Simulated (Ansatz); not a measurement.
CF2 on the 1x1 (111) surface of fcc Ir, one in a 2x2 cell, energies for each (26.0 Å²). Energies are against CF4(g) − F2(g), without zero-point or thermal terms; each row is named by its start.

The numbers are results of PBE (plane waves to 420 eV, PAW; Ansatz, a program for electronic structure), not measurements.

Model: 19-atom slab, 6.6 Å thick at the start under the adsorbate (thin: gaps and levels are the slab's own), 6x6x1 mesh, Fermi-Dirac 0.1 eV, dipole correction, 8 atoms held, the rest relaxed; each run with such symmetry as its start has; no spin, no spin-orbit, no U, no dispersion correction.

A negative adsorption energy means that the adsorbate is more stable on the surface than in its reference. Starts that drift may end in the same place. Heights count from the host atoms within 0.3 Å of the top one.

| starting site | E_ads (eV) | height (Å) | nearest host atom (Å) | bonded to | Δ work function (eV) | lateral drift (Å) |
|---|---|---|---|---|---|---|
| top Ir | 5.12 | 2.09 | Ir 1.87 | Ir | -0.52 | 0.0 |
| hollow Ir-Ir-Ir over Ir at depth 2.2 Å | 5.12 | 2.09 | Ir 1.87 | Ir | -0.52 | 1.6 |
| hollow Ir-Ir-Ir over Ir at depth 4.4 Å | 5.12 | 2.09 | Ir 1.87 | Ir | -0.53 | 1.6 |
| bridge Ir-Ir (span 2.7 Å) | 5.20 | 1.66 | Ir 2.08 | 2 Ir | 0.54 | 0.0 |
